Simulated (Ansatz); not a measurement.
The starting structures come from a database of crystals and need not be the phases stable at ambient conditions.

# Evanescent states of Si₃NiP₄ (I-42m, not sure to be the ambient phase, 8 atoms a cell, 17.3 Å³ an atom) along the normal of (100)

The numbers are results of PBEsol (plane waves, PAW; Ansatz, a program for electronic structure), not measurements.

No gap correction and no spin-orbit coupling; mid-gap values are interpolated between computed energies.

Energies count from the valence-band top; κ is the least over a 6×4 mesh across the current.

| E (eV) | κ (1/Å) | where |
|---|---|---|
| 0.03 | 0.036 | Γ |
| 0.07 | 0.060 | Γ |
| 0.12 | 0.076 | Γ |
| 0.17 | 0.078 | off Γ |
| 0.23 | 0.052 | off Γ |

Task: How thick must the barrier be to attenuate the transmission by 10^4 when the electrodes' Fermi level lies at 0.12 eV, and what attenuation does that film give at 0.07 eV?

Result: d = 4 ln 10 / (2 × 0.076) = 60.6 Å. At 0.07 eV it gives 4 × 0.060/0.076 = 3.2 decades.
